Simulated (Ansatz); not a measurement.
# A computed series for BeS: response to strain

Base system: BeS in the zinc blende structure (space group F-43m, No. 216; a = 4.796 Å).

Strains are applied to the cell and any free atomic positions relax.

The values are results of LDA (Ansatz, a first-principles code), spin-orbit coupling left out, not measurements.

Candidates:
(a) isotropic strain +3.00 %
(b) isotropic strain +2.50 %
(c) isotropic strain −2.50 %
(d) isotropic strain +0.50 %
(e) isotropic strain −1.50 %

Before the change:

The band gap is 2.82 eV.

Question: Order them by band gap, lowest first.

Answer: (c) isotropic strain −2.50 % (2.64 eV), (e) isotropic strain −1.50 % (2.72 eV), (d) isotropic strain +0.50 % (2.86 eV), (b) isotropic strain +2.50 % (2.98 eV), (a) isotropic strain +3.00 % (3.01 eV)

Whether these cells are dynamically stable was not tested.
